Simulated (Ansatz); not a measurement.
# TiC: response to strain

The reference is TiC in the rock salt structure (space group Fm-3m, No. 225; a = 4.2934 Å; relaxed with 0.1 eV smearing). Axes: x, y, z lie along the cube axes.

Strains are applied to the cell and any free atomic positions relax; under biaxial strain the out-of-plane vector relaxes too.

Method: PBEsol/PAW in Ansatz (an electronic-structure program), without spin-orbit coupling.

Candidates:
(a) biaxial strain −0.28 %, plane normal [110], relaxed out of plane
(b) biaxial strain +2.22 %, plane normal [110], relaxed out of plane
(c) isotropic strain +5.07 %

Notes on the quantities. energy relative to the base: free energy F.

### Question
Order them by energy relative to the base, highest first.

### Answer
(c) isotropic strain +5.07 % (+164 meV/atom), (b) biaxial strain +2.22 %, plane normal [110], relaxed out of plane (+17 meV/atom), (a) biaxial strain −0.28 %, plane normal [110], relaxed out of plane (+0.3 meV/atom)

A biaxial case was relaxed in a doubled cell and then solved in the primitive one. Whether these cells are dynamically stable was not tested. The base started in Pnma and relaxed to Fm-3m at this level. All final runs are without spin polarisation.
